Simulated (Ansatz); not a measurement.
The starting structures come from a database of crystals and need not be the phases stable at ambient conditions.

By PBEsol, the system below comes out a metal.

The ballistic (Sharvin) conductance counts the channels at the Fermi level: G/A = (e²/h) × channels of both spins per area.

Here is the system:

```
AlCr3B4
1.0
    2.91841     0.00000     0.00000
    0.00000     2.92092     0.00000
    0.00000     0.00000     8.05827
Al Cr B
1 3 4
Direct
  0.50000   0.50000   0.50000
  0.00000   0.00000   0.70201
  0.00000   0.00000   0.29799
  0.50000   0.00000   0.00000
  0.00000   0.50000   0.10801
  0.00000   0.50000   0.89199
  0.50000   0.50000   0.22379
  0.50000   0.50000   0.77621
```

Space group of this cell: Pmmm. The cell is taken as given; by PBEsol its mean pressure is -2.6 GPa.

The current flows along the normal of the first two printed cell vectors. No spin-orbit coupling; the value is a mean over 0.1 eV about the Fermi level.

Q: Give the ballistic conductance per area that PBEsol run with Ansatz (a program for electronic structure) yields.

A: 0.36 × 10¹⁵ S/m² for both spins.
